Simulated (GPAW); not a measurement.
**Input and output of a self-consistent single point for Ga (Cmce, 4 atoms in the cell) (GPAW)**

Method of the run: PBE, GPAW PAW datasets PBE (gpaw-data 1.0.1) (plane waves; GPAW).

This input was run:

```python
from ase import Atoms
from ase.dft.kpoints import monkhorst_pack
from ase.units import GPa
from gpaw import GPAW, PW

atoms = Atoms(['Ga', 'Ga', 'Ga', 'Ga'],
              cell=[[2.216025, -3.798990, 0.000000],
                    [2.216025, 3.798990, 0.000000],
                    [0.000000, 0.000000, 4.555500]],
              positions=[[2.216025, -1.183005, 1.892355],
                         [2.216025, 1.183005, 2.663145],
                         [2.216025, -2.615985, 4.170105],
                         [2.216025, 2.615985, 0.385395]],
              pbc=True)

calc = GPAW(mode=PW(600),
            xc='PBE',
            kpts=monkhorst_pack((6, 6, 5)) + [0, 0, 0.5 / 5],
            occupations={'name': 'methfessel-paxton', 'width': 0.136, 'order': 1},
            nbands=-12,
            convergence={'density': 1e-05, 'energy': 1e-05},
            symmetry={'symmorphic': False, 'tolerance': 0.0005},
            maxiter=150)

atoms.calc = calc

energy = atoms.get_potential_energy()
print('Energy (eV):', round(energy, 6))
forces = atoms.get_forces()
print('Forces (eV/Ang):')
print(forces.round(5))
stress = atoms.get_stress()
print('Stress (GPa, Voigt):', (stress / GPa).round(4))
```

Output (repeated stretches shortened):

```
Input parameters:
  convergence: {density: 1e-05,
                energy: 1e-05}
  kpts: [[-0.41666667 -0.41666667 -0.3       ],
         [-0.41666667 -0.41666667 -0.1       ],
         [-0.41666667 -0.41666667  0.1       ],
         ...,
         [ 0.41666667  0.41666667  0.1       ],
         [ 0.41666667  0.41666667  0.3       ],
         [ 0.41666667  0.41666667  0.5       ]]
  maxiter: 150
  mode: {ecut: 600.0,
         name: pw}
  nbands: -12
  occupations: {name: methfessel-paxton,
                order: 1,
                width: 0.136}
  symmetry: {symmorphic: False,
             tolerance: 0.0005}
  xc: PBE

species:
  Ga:
    name: Gallium
    Z: 31.0
    valence: 3
    core: 28
    charge: 0.0
    file: Ga.PBE.gz

    # Using partial waves for Ga as LCAO basis

Reference energy: -211538.686116  # eV

Spin-paired calculation

Convergence criteria:
 Maximum [total energy] change in last 3 cyles: 1e-05 eV / valence electron
 Maximum integral of absolute [dens]ity change: 1e-05 electrons / valence electron
 Maximum integral of absolute [eigenst]ate change: 4e-08 eV^2 / valence electron
 Maximum number of scf [iter]ations: 150

Symmetries present (total): 8
Symmetries with fractional translations: 4
180 k-points: 6 x 6 x 5 Monkhorst-Pack grid + [0.000000,0.000000,1/10]
36 k-points in the irreducible part of the Brillouin zone
       k-points in crystal coordinates                weights
   0:     0.08333333   -0.08333333    0.10000000          4/180
   1:     0.08333333   -0.08333333    0.30000000          4/180
   2:     0.08333333   -0.08333333    0.50000000          2/180
   [... 7 lines left out ...]
          ...
  35:     0.41666667    0.41666667    0.50000000          2/180

Wave functions: Plane wave expansion
  Cutoff energy: 600.000 eV
  Number of coefficients (min, max): 2545, 2580
  Pulay-stress correction: 0.000000 eV/Ang^3 (de/decut=0.000000)

Occupation numbers: Methfessel-Paxton:
  width: 0.1360  # eV
  order: 1

Eigensolver

Densities:
  Coarse grid: 28*28*28 grid
  Fine grid: 56*56*56 grid
  Total Charge: 0.000000

Density mixing:
  Method: separate
  Backend: pulay
  Linear mixing parameter: 0.05
  old densities: 5
  Damping of long wavelength oscillations: 50

Hamiltonian:
  XC and Coulomb potentials evaluated on a 56*56*56 grid
  External potential:
    NoExternalPotential

XC parameters: PBE with 2 nearest neighbor stencil

Number of atoms: 4
Number of atomic orbitals: 16
Number of bands in calculation: 18
Number of valence electrons: 12
Bands to converge: occupied

Density initialized from atomic densities
  16 bands from LCAO basis set
  2 bands from random numbers

Atomic positions and initial magnetic moments

Positions:
   0 Ga     2.216025   -1.183005    1.892355    ( 0.0000,  0.0000,  0.0000)
   1 Ga     2.216025    1.183005    2.663145    ( 0.0000,  0.0000,  0.0000)
   2 Ga     2.216025   -2.615985    4.170105    ( 0.0000,  0.0000,  0.0000)
   3 Ga     2.216025    2.615985    0.385395    ( 0.0000,  0.0000,  0.0000)

Unit cell:
           periodic     x           y           z      points  spacing
  1. axis:    yes    2.216025   -3.798990    0.000000    28     0.1367
  2. axis:    yes    2.216025    3.798990    0.000000    28     0.1367
  3. axis:    yes    0.000000    0.000000    4.555500    28     0.1627

  Lengths:   4.398078   4.398078   4.555500
  Angles:   90.000000  90.000000 119.488307

Effective grid spacing dv^(1/3) = 0.1517

     iter     time        total  log10-change:
                         energy   eigst   dens
iter:   1 --:--:--   -11.554394
iter:   2 --:--:--   -11.556960   -3.08  -0.89
iter:   3 --:--:--   -11.567901   -3.11  -0.91
iter:   4 --:--:--   -11.567956   -4.59  -2.27
iter:   5 --:--:--   -11.567681   -4.98  -2.30
iter:   6 --:--:--   -11.567636   -5.91  -2.61
iter:   7 --:--:--   -11.567639c  -6.41  -2.90
iter:   8 --:--:--   -11.567639c  -7.69c -3.43
iter:   9 --:--:--   -11.567641c  -7.59c -3.63
iter:  10 --:--:--   -11.567640c  -8.62c -4.25
iter:  11 --:--:--   -11.567640c -10.64c -4.69
iter:  12 --:--:--   -11.567640c  -9.77c -4.74
iter:  13 --:--:--   -11.567640c -11.12c -5.05c

Converged after 13 iterations.

Dipole moment: (0.000000, -0.000000, 0.000000) |e|*Ang

Energy contributions relative to reference atoms: (reference = -211538.686116)

Kinetic:        +48.452067
Potential:      -39.032932
External:        +0.000000
XC:             -21.058010
Entropy (-ST):   -0.000745
Local:           +0.071732
SIC:             +0.000000
--------------------------
Free energy:    -11.567888
Extrapolated:   -11.567640

Showing only first 2 kpts
 Kpt  Band  Eigenvalues  Occupancy
  0     4      4.29684    2.00000
  0     5      4.58874    2.00000
  0     6      7.09671   -0.00000
  0     7      7.31425   -0.00000

  1     4      4.67098    2.00000
  1     5      5.99444   -0.06732
  1     6      6.95155   -0.00000
  1     7      7.16623   -0.00000

Fermi level: 5.81192

No gap
No difference between direct/indirect transitions
Energy (eV): -11.56764

Forces in eV/Ang:
  0 Ga    0.00000    0.01246    0.04041
  1 Ga    0.00000   -0.01246   -0.04041
  2 Ga    0.00000   -0.01246    0.04041
  3 Ga    0.00000    0.01246   -0.04041

Stress tensor:
    -0.023489     0.000000     0.000000
     0.000000    -0.026808     0.000000
     0.000000     0.000000    -0.021583
Stress (GPa, Voigt): [-3.7634 -4.2951 -3.458   0.      0.      0.    ]
```

The run converged in 13 iterations. GPAW prints stress with tension positive.

The starting cell comes from a database of computed structures (which also holds hypothetical and non-ambient phases and stackings), without a prior relaxation at this level. With a pressure of about 4 GPa the cell is away from its equilibrium volume at this level.
